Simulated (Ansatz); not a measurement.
# A computed series for Pd: response to strain

Base system: Pd in the fcc (Cu type) structure (space group Fm-3m, No. 225; a = 3.910 Å; relaxed with 0.1 eV smearing). Axes: x, y, z lie along the cube axes.

Strains are applied to the cell and any free atomic positions relax; under biaxial strain the out-of-plane vector relaxes too.

Calculations: r2SCAN (Ansatz, an electronic-structure program, PAW, no SOC).

Notes on the quantities. in-plane stress: mean in-plane stress (compression positive).

```tsv
variant	shortest interatomic distance	out-of-plane strain	in-plane stress
base	2.765 Å	–	–
biaxial strain +0.50 %, plane normal [001], relaxed out of plane	2.761 Å	-0.77 %	-0.6 GPa
biaxial strain +1.00 %, plane normal [001], relaxed out of plane	2.758 Å	-1.55 %	-1.1 GPa
biaxial strain +1.50 %, plane normal [001], relaxed out of plane	2.754 Å	-2.33 %	-1.6 GPa
biaxial strain +2.00 %, plane normal [001], relaxed out of plane	2.751 Å	-3.12 %	-2.0 GPa
biaxial strain +2.50 %, plane normal [001], relaxed out of plane	2.747 Å	-3.90 %	-2.3 GPa
biaxial strain +3.00 %, plane normal [001], relaxed out of plane	2.744 Å	-4.69 %	-2.6 GPa
```

No phonon test of stability was made. All final runs are without spin polarisation. Pd has a high density of states at the Fermi level and may be magnetic at this level.
